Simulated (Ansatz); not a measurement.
## Thickness series in Ta2N

Base system: Ta₂N in the anti-CdI2 type structure (space group P-3m1, No. 164).

```xyz
3
Lattice="3.0749 0.0000 0.0000 -1.5375 2.6630 0.0000 0.0000 0.0000 4.8509" Properties=species:S:1:pos:R:3 pbc="T T T"
N      0.0000     0.0000     0.0000
Ta     0.0000     1.7753     1.2426
Ta     1.5375     0.8877     3.6083
```

Free-standing slabs (3 atom(s) a layer) normal to the stacking axis with 15 Å of vacuum; in-plane cell relaxed.

Levels (all Ansatz, a first-principles code, PAW): PBE-D3(BJ) (420 eV, without spin-orbit coupling); r2SCAN+rVV10 (500 eV, no spin-orbit coupling).

The base cell above is that of PBE-D3(BJ); each level relaxes its own structures.

```tsv
case	shortest interatomic distance, PBE-D3(BJ)	shortest interatomic distance, r2SCAN+rVV10
1 layer	2.129 Å	2.125 Å
2 layers	2.163 Å	[?]
3 layers	2.151 Å	2.149 Å
4 layers	2.154 Å	[?]
```

What belongs in the blanks?


- 2 layers, shortest interatomic distance, r2SCAN+rVV10: 2.161 Å
- 4 layers, shortest interatomic distance, r2SCAN+rVV10: 2.154 Å

The two levels differ by at most about 0.004 Å. They put the cases in the same order.

No phonon test of stability was made. All final runs are without spin polarisation. An odd electron count without spin: Ta2N.
